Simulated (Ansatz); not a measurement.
**B2O3 (P3₁21, No. 152)**

Computed with PBEsol in Ansatz (plane waves, PAW).

Numerical settings: plane-wave cutoff 520 eV, 12×12×4 k mesh (along the axes of the cell as run), perturbation theory, scalar-relativistic PAW data made under PBE.

Cell: relaxed at this level.

```json
{
  "high-frequency dielectric constant (mean over three axes)": "2.88",
  "dielectric constant ε0 (ions relaxed) (mean over three axes)": "5.48"
}
```

Ansatz is a quantum-chemistry and plane-wave program.
